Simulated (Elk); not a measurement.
Band structure of Mg (P6_3/mmc, 4 atoms in the cell).

```yaml
crystal:
  lattice:
    - [3.22353, 0.00000, 0.00000]
    - [-1.61176, 2.79166, 0.00000]
    - [0.00000, 0.00000, 10.47055]
  atoms:
    - { symbol: Mg, position: [0.00000, 0.00000, 0.00000] }
    - { symbol: Mg, position: [0.00000, 0.00000, 0.50000] }
    - { symbol: Mg, position: [0.33333, 0.66667, 0.25000] }
    - { symbol: Mg, position: [0.66667, 0.33333, 0.75000] }
```

Method: PBE, all-electron FP-LAPW, Elk's shipped species files, LAPW+lo basis in Elk.

Settings: xctype = 20; rgkmax = 8; stype = 0; swidth = 0.00367493 Ha; ngridk = 8 8 3; gmaxvr = 14 1/bohr; nxoapwlo = 1.

The starting cell comes from a database of computed structures (which also holds hypothetical and non-ambient phases and stackings), without a prior relaxation at this level. Its lattice was rescaled by a random factor within 2.5 % of one. Values depend on the basis (sphere radii, cutoffs, local orbitals), which need not be converged.

Levels in eV from the Fermi level, bands 17 to 24:
| point | 17 | 18 | 19 | 20 | 21 | 22 | 23 | 24 |
|---|---|---|---|---|---|---|---|---|
| Γ | -6.84 | -5.48 | -5.47 | -1.62 | -1.31 | 4.91 | 4.92 | 10.75 |
| M | -2.13 | -2.10 | -1.04 | -1.02 | -0.55 | -0.55 | 2.72 | 2.94 |
| K | -0.62 | -0.59 | -0.59 | 0.21 | 0.44 | 0.44 | 0.98 | 0.98 |
| A | -6.50 | -6.50 | -3.79 | -3.79 | 1.45 | 1.45 | 8.83 | 8.83 |
| L | -1.82 | -1.82 | -1.77 | -1.77 | 0.63 | 0.63 | 1.08 | 1.08 |
| H | -0.34 | -0.34 | -0.33 | -0.33 | -0.21 | -0.21 | 1.92 | 1.92 |

Bands cross the Fermi level along this path, so the cell is metallic at this level.
